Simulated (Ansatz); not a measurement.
**BaSnSe3 in the cubic perovskite structure (space group Pm-3m, No. 221; a hypothetical phase, not in the database extracts checked)**

BaSnSe₃ is modelled in the cubic space group Pm-3m (No. 221), the cubic perovskite structure, Pearson symbol cP5. Lattice parameters: a = 5.360 Å, b = 5.360 Å, c = 5.360 Å, α = 90.00°, β = 90.00°, γ = 90.00°. Ba on 1a has 12 Se at 3.790 Å (cuboctahedral). Sn on 1b has 6 Se at 2.680 Å (octahedral). Se on 3c is surrounded by 2 Sn at 2.680 Å and 4 Ba at 3.790 Å (octahedral). (Neighbours: up to the widest gap in distance over summed covalent radii, below 1.35, at either atom; cation-cation and far metal-metal contacts left out.)

The values are results of DFT with PBE, PAW potentials and a 420 eV plane-wave cutoff in Ansatz (a program for electronic structure), no spin-orbit coupling, not measurements. k-mesh 9×9×9 (Γ-centred); smearing 0.05 eV (Fermi–Dirac).

The volume per atom comes out as 30.80 Å³. The density comes out as 5.31 g/cm³ and the band gap is zero. The total energy is -5677.058 eV/atom (σ→0; compares only within this code and set-up).

Stability against distortions was not tested. All final runs are without spin polarisation. Many cubic perovskites are stable only at high temperature; tilts and polar distortions were not tested.
